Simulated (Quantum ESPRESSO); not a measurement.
## Pressure against volume in AlB2-type MgB2 (space group 191) (Quantum ESPRESSO, PBEsol)

```yaml
crystal:
  lattice:
    - [3.00028, 0.00000, 0.00000]
    - [-1.50014, 2.59832, 0.00000]
    - [0.00000, 0.00000, 3.41780]
  atoms:
    - { symbol: Mg, position: [0.00000, 0.00000, 0.00000] }
    - { symbol: B, position: [0.66667, 0.33333, 0.50000] }
    - { symbol: B, position: [0.33333, 0.66667, 0.50000] }
```

Level of theory: PBEsol, GBRV 1.5 ultrasoft (PBESOL) pseudopotentials (plane waves; Quantum ESPRESSO 7.5). Settings: ecutwfc = 52 Ry; ecutrho = 260 Ry; occupations = smearing; smearing = fd; degauss = 0.0036749 Ry; potentials = {Mg: mg_pbesol_v1.4.uspp.F.UPF, B: b_pbesol_v1.4.uspp.F.UPF}; K_POINTS = automatic 22 22 17 0 0 0; conv_thr = 1e-10 Ry; mixing_beta = 0.3. The cell above is the first row's. The rows scale it uniformly. In all rows fractional positions and the k mesh are held.

| V (Å^3/atom) | P (GPa) |
|---|---|
| 8.881 | ? |
| 9.074 | 7.22 |
| 9.268 | 3.53 |
| 9.461 | 0.17 |
| 9.654 | -2.88 |
| 9.847 | -5.66 |
| 10.040 | -8.20 |
| 10.233 | -10.50 |
| 10.426 | -12.60 |

Using a cubic, estimate the missing P at V = 8.881 from the other rows, showing the fit.

With u = V - 9.8, the rows have u = -0.7260, -0.5320, -0.3390, -0.1460, 0.0470, 0.2400, 0.4330, 0.6260. Least squares gives P = -5.010 - 14.0681·u + 3.4396·u² - 0.5342·u³. Residuals (row less fit): -0.001, 0.002, -0.005, 0.001, 0.004, -0.004, 0.000, 0.000; standard error 0.004 (degrees of freedom: 4). The fitted pressure is zero at V0 = 9.472, where dP/dV = -16.50, so B0 = -V0·dP/dV = 156 GPa. At the withheld row, u = -0.9190, so P = -5.010 - 14.0681 × (-0.9190) + 3.4396 × (-0.9190)² - 0.5342 × (-0.9190)³ = 11.238 GPa. The calculation gives 11.27 GPa, 0.032 GPa above the prediction (0.1 % of the range of P in the table). The row lies outside the fitted rows, so this is an extrapolation. From the scatter of the fitted rows alone, a prediction at this place has a standard error of 0.011 GPa, so the miss is 3.0 times that.

Carrying the step between the two nearest rows on in a straight line would have given 10.89, off by 0.38; series whose last step already gives the withheld value aren't shown. The scan was laid around a cell of about the measured size, scaled by a guess for this functional; axis ratios and inner coordinates come from that cell. The runs keep the symmetry of the cell, so they don't test it for distortions. The shape of the cell and the inner coordinates aren't relaxed, so V0 and B0 belong to this uniform scaling; a relaxed crystal lies no higher in energy and is usually softer. Cutoffs and mesh are single choices, not tested for convergence of this quantity. Series with a scatter that would blur these digits, or in which a gap closes, are not shown.
